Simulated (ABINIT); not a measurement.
A self-consistent single point of SrAl₂ (P1, 6 atoms in the cell) with ABINIT.

Level of theory: PBEsol, PAW (JTH v2.0 PBE PAW, files made for PBE) (plane waves; ABINIT).

```yaml
crystal:
  lattice:
    - [0.00000, 4.12875, 4.12875]
    - [4.12875, 0.00000, 4.12875]
    - [4.12875, 4.12875, 0.00000]
  atoms:
    - { symbol: Sr, position: [0.99724, 0.01057, 0.99634] }
    - { symbol: Sr, position: [0.25219, 0.25431, 0.23931] }
    - { symbol: Al, position: [0.63356, 0.62478, 0.61771] }
    - { symbol: Al, position: [0.11790, 0.61619, 0.63654] }
    - { symbol: Al, position: [0.62857, 0.62637, 0.13227] }
    - { symbol: Al, position: [0.62055, 0.11778, 0.62784] }
```

Reference input (self-consistent single point, DFT, LDA (PW92), plane waves, PAW (JTH v2.0 LDA PAW)): pseudos = [Sr.LDA_PW-JTH.xml, Al.LDA_PW-JTH.xml]; ecut = 571 eV; pawecutdg = 1143 eV; occopt = 3; tsmear = 0.00183747 Ha; ngkpt = 4 4 4; nshiftk = 1; shiftk = 0 0 0; potentials = JTH v2.0 LDA PAW; nband = 22; kptopt = 1; nstep = 50. This run's input differs from it in these lines:

```diff
@@ -1,4 +1,4 @@
-# SrAl2, JTH v2.0 LDA PAW
+# SrAl2, JTH v2.0 PBE PAW
 pp_dirpath "./"
-pseudos "Sr.LDA_PW-JTH.xml, Al.LDA_PW-JTH.xml"
+pseudos "Sr.GGA_PBE-JTH.xml, Al.GGA_PBE-JTH.xml"
 acell 5.8389271746 5.8389271746 5.8389271746 Angstrom
@@ -22,2 +22,3 @@
 pawecutdg 1143 eV
+ixc -116133
 occopt 3
```

Its files differ too (potentials: JTH v2.0 LDA PAW → JTH v2.0 PBE PAW).

Output (repeated stretches shortened):

```
--- !BeginCycle
solver: {iscf: 17, nstep: 50, nline: 4, wfoptalg: 10, }
tolerances: {tolvrs: 1.00E-12, }
...

     iter   Etot(hartree)      deltaE(h)  residm     nres2
 ETOT  1  -70.476986178501    -7.048E+01 4.324E-02 3.917E+00
 ETOT  2  -70.534495435408    -5.751E-02 9.758E-03 8.954E-01
 ETOT  3  -70.532659127215     1.836E-03 1.175E-03 1.789E-01
 ETOT  4  -70.532307837632     3.513E-04 1.489E-03 1.882E-03
 ETOT  5  -70.532308960165    -1.123E-06 3.653E-04 6.047E-05
   [... 5 lines left out ...]
 ETOT 11  -70.532308936479    -3.695E-13 2.781E-05 4.479E-11
 ETOT 12  -70.532308936480    -1.336E-12 2.892E-05 5.905E-12
 ETOT 13  -70.532308936479     1.265E-12 2.497E-05 1.974E-12
 ETOT 14  -70.532308936479     6.253E-13 1.793E-05 3.139E-13
 At SCF step   14       nres2   =  3.14E-13 < tolvrs=  1.00E-12 =>converged.

 Cartesian components of stress tensor (hartree/bohr^3)
  sigma(1 1)=  3.90992123E-05  sigma(3 2)=  2.62816801E-06
  sigma(2 2)=  3.78193552E-05  sigma(3 1)= -4.91537121E-07
  sigma(3 3)=  3.88703941E-05  sigma(2 1)= -1.73495551E-06

 ----iterations are completed or convergence reached----

 reduced coordinates (array xred) for    6 atoms
       0.997236999974      0.010571000013      0.996338999976
       0.252186000002      0.254313999987      0.239308999993
       0.633555999981      0.624783000002      0.617706999983
       0.117897999995      0.616188999985      0.636535999981
       0.628567999983      0.626365999981      0.132269999997
       0.620554999980      0.117776999994      0.627837999996
 cartesian forces (eV/Angstrom) at end:
   [... lines left out ...]
 Fermi (or HOMO) energy (hartree) =   0.23143   Average Vxc (hartree)=  -0.34736
   [... lines left out ...]
'-kT*entropy'       : -1.22163527698858E-03
total_energy        : -7.05323089194980E+01
total_energy_eV     : -1.91928173254056E+03
...

-Cartesian components of stress tensor (GPa)         [Pressure= -1.1355E+00 GPa]
- sigma(1 1)=  1.15033835E+00  sigma(3 2)=  7.73233594E-02
- sigma(2 2)=  1.11268366E+00  sigma(3 1)= -1.44615190E-02
- sigma(3 3)=  1.14360628E+00  sigma(2 1)= -5.10441447E-02

 Calculation completed.
```

The run converged in 14 iterations. 

The starting cell comes from a database of computed structures (which also holds hypothetical and non-ambient phases and stackings), without a prior relaxation at this level. Its atoms were displaced at random from the sites of space group no. 227. The potentials were made for another functional than the one used.

These are the values that this program gave, and no reference: the one-centre exchange-correlation terms come from a truncated expansion.

Cost on one core of a shared machine: roughly 2 min.
